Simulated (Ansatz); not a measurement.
**Ru on the 1x1 (0001) surface of corundum (cut with top plane Al), one in a 1x1 cell, started at the site 'over Al at depth 1.2 Å'**

Host crystal: corundum, with a band gap (PBE, scalar-relativistic without spin-orbit coupling).

Method: PBE (plane waves to 420 eV, PAW; Ansatz, a first-principles code).

Slab: 21 atoms, 6.7 Å thick at the start under the adsorbate (thin: gaps and levels are the slab's own); k 6x6x1, smearing 0.01 eV, dipole-corrected; 9 atoms held, the rest relaxed; start symmetry kept, larger cells not searched; spin-polarised, ending with about 2.4 μB a cell, a value that depends on the mesh; orders that need a larger cell were not tried, no spin-orbit, no U, no dispersion correction. The slab shows no gap over 0.04 eV on its mesh. At the end it is bonded to 4 Al + 3 O. In PBE it is, or lies within 0.03 eV of, the lowest of the starts that converged.

```yaml
adsorption energy against an atom of hcp Ru: 4.76 eV
work_function_of_the_top_face: 4.12 eV
change_of_the_step_from_the_bottom_to_the_top_vacuum_level_against_the_clean_slab: -0.11 eV
energy_released_by_relaxation: 1.65 eV
height of the binding atom over the mean of the host atoms within 0.3 Å of the top one: 0.968 Å
nearest_host_atoms_of_the_binding_atom: O at 2.28 Å, O at 2.28 Å, O at 2.28 Å
largest_move_of_a_host_atom: 0.63 Å
caution: the clean host was not checked against rearrangement in a larger or rattled cell
cost: very roughly 6 core-minutes
```

A negative adsorption energy means that the adsorbate is more stable on the surface than in its reference.
